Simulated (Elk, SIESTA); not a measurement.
A SIESTA input for a self-consistent single point of Zr2Rh (Ibam, 6 atoms in the cell) (DFT, LDA PW92, numerical atomic orbitals DZP, PseudoDojo LDA standard norm-conserving potentials (rewritten from UPF to PSML)):

```
# files in the folder: Zr.psml Rh.psml (PseudoDojo LDA standard)
SystemName  Zr2Rh
SystemLabel Zr2Rh

NumberOfAtoms                6
NumberOfSpecies              2
%block ChemicalSpeciesLabel
  1 40 Zr
  2 45 Rh
%endblock ChemicalSpeciesLabel
LatticeConstant              1.0 Ang
%block LatticeVectors
    -3.170108000    3.179142000    2.779630000
     3.170108000   -3.179142000    2.779630000
     3.170108000    3.179142000   -2.779630000
%endblock LatticeVectors
AtomicCoordinatesFormat      ScaledCartesian
%block AtomicCoordinatesAndAtomicSpecies
     1.064839277    5.289710791    0.000000000  1
     2.105268723   -2.110568791    2.779630000  1
     1.064839277    1.068573209    2.779630000  1
     2.105268723    2.110568791    0.000000000  1
     3.170108000    0.000000000    1.389815000  2
    -0.000000000    3.179142000    1.389815000  2
%endblock AtomicCoordinatesAndAtomicSpecies

XC.functional                LDA
XC.authors                   PW92
PAO.BasisSize                DZP
PAO.EnergyShift              0.005 Ry
MeshCutoff                   350 Ry
%block kgrid.MonkhorstPack
    5   0   0  0.0
    0   5   0  0.0
    0   0   5  0.0
%endblock kgrid.MonkhorstPack
OccupationFunction           FD
ElectronicTemperature        50.0 meV

MaxSCFIterations             150
SCF.Mixer.Method             Pulay
SCF.Mixer.Weight             0.2
SCF.Mixer.History            6
SCF.DM.Tolerance             1.0E-05
Diag.ParallelOverK           true
WriteForces                  true
Charge.Mulliken              end
```

Question: Give the Elk input for the same structure, mesh, smearing and functional.

Answer: This is the input that was run; spellings and numerical settings could be chosen otherwise.

```
tasks
  0

xctype
  3

rgkmax
  7.5

gmaxvr
  14.0

nxlo
  2

lorbcnd
  .true.

lmaxi
  2

stype
  3

swidth
  0.00183747

avec
   -5.9906359055    6.0077076913    5.2527394278
    5.9906359055   -6.0077076913    5.2527394278
    5.9906359055    6.0077076913   -5.2527394278

sppath
  'species/'

atoms
  2   : nspecies
  'Zr.in'   : spfname
  4   : natoms; atposl, bfcmt below
  0.8319400000  0.1679500000  0.9998900000    0.0 0.0 0.0
  0.1680600000  0.8320500000  0.0001100000    0.0 0.0 0.0
  0.6680600000  0.6679500000  0.3360100000    0.0 0.0 0.0
  0.3319400000  0.3320500000  0.6639900000    0.0 0.0 0.0
  'Rh.in'   : spfname
  2   : natoms; atposl, bfcmt below
  0.2500000000  0.7500000000  0.5000000000    0.0 0.0 0.0
  0.7500000000  0.2500000000  0.5000000000    0.0 0.0 0.0

ngridk
  5 5 5
```

Basis settings and potentials, where a program has them, do not carry over. This input uses DFT, LDA (PW92), all-electron FP-LAPW, Elk's shipped species files, APW+lo basis with extra local orbitals. LDA parametrisations can differ slightly between programs.

The starting cell comes from a database of computed structures (which also holds hypothetical and non-ambient phases and stackings), without a prior relaxation at this level. Its lattice was rescaled by a random factor within 2.5 % of one.
